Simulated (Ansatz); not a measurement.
Base system: BN in the zinc blende structure (space group F-43m, No. 216; a = 3.581 Å). Axes: x, y, z lie along the cube axes.

Computed with DFT with LDA, PAW potentials and a 420 eV plane-wave cutoff in Ansatz (a first-principles code), no SOC.

Strains are applied to the cell and any free atomic positions relax; under biaxial strain the out-of-plane vector relaxes too.

One change was made to it. Results:

| quantity | base | after |
|---|---|---|
| energy relative to the base (free energy F) | 0 meV/atom | +22 meV/atom |
| pressure (mean of the normal stresses, compression positive) | -0.01 GPa | 16.91 GPa |
| band gap | 4.39 eV | 4.08 eV |

Which change produced these results?
A. biaxial strain +1.50 %, plane normal [001], relaxed out of plane
B. biaxial strain −1.50 %, plane normal [001], relaxed out of plane
C. biaxial strain −2.50 %, plane normal [001], relaxed out of plane

C, biaxial strain −2.50 %, plane normal [001], relaxed out of plane. For comparison, the band gap in the other runs: biaxial strain +1.50 %, plane normal [001], relaxed out of plane gives 3.97 eV; biaxial strain −1.50 %, plane normal [001], relaxed out of plane gives 4.21 eV.

No phonon test of stability was made.
